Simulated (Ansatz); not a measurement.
The parent structure is PbTe in the rock salt structure (space group Fm-3m, No. 225; a = 6.380 Å). Axes: x, y, z lie along the cube axes.

Method: LDA, PAW, 420 eV (Ansatz, a first-principles code; no spin-orbit coupling).

Perturbation: an isotropic linear strain of +3.00 %; the atoms relax in the strained cell.

Problem. Predict the stress tensor and what it implies for the stiffness.

Solution. Stress of the strained cell less that of the base (GPa, compression positive):
```
  -3.53    0.00    0.00
   0.00   -3.53    0.00
   0.00    0.00   -3.53
```

Then B = −ΔP/(ΔV/V₀) with ΔV/V₀ = 0.0927 gives secant stiffness values (nonlinear terms included at this strain): B ≈ 38 GPa.

As a check, the harmonic strain energy −½ V₀ Δσ:ε is 32 meV/atom; the computed energy rise is 36 meV/atom.

Whether these cells are dynamically stable was not tested.
